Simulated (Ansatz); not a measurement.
Functionals compared on a constructed model of the (0001) surface of hcp Mg, a pseudomorphic layer of Hf in the host's stacking (bottom of the slab: a bare face, its two planes held), in Ansatz (plane waves, PAW). The structure was relaxed with PBE; the other rows are single points on it. Cutoff 420 eV (500 eV for r2SCAN).

Set-up: 7 atoms, 15.7 Å thick at the start; mesh 13x13x1; 0.1 eV smearing; dipole correction on; 2 atoms held, the rest relaxed; held to the start's symmetry, so lower structures may exist; no spin, no spin-orbit, no U. It is one candidate, not shown to be the stable structure of the face. These notes are the PBE run's.

```json
[
 {"functional": "PBE", "work function of the top face (eV)": "4.15", "rough cost of the single point": "–"},
 {"functional": "RPBE", "work function of the top face (eV)": "…", "rough cost of the single point": "roughly 9 core-seconds"},
 {"functional": "r2SCAN", "work function of the top face (eV)": "4.09", "rough cost of the single point": "about 19 core-seconds (a rough figure)"}
]
```

### Question
What belongs in the gaps?

### Answer

- RPBE, work function of the top face (eV): 3.99

Ansatz is an electronic-structure program.
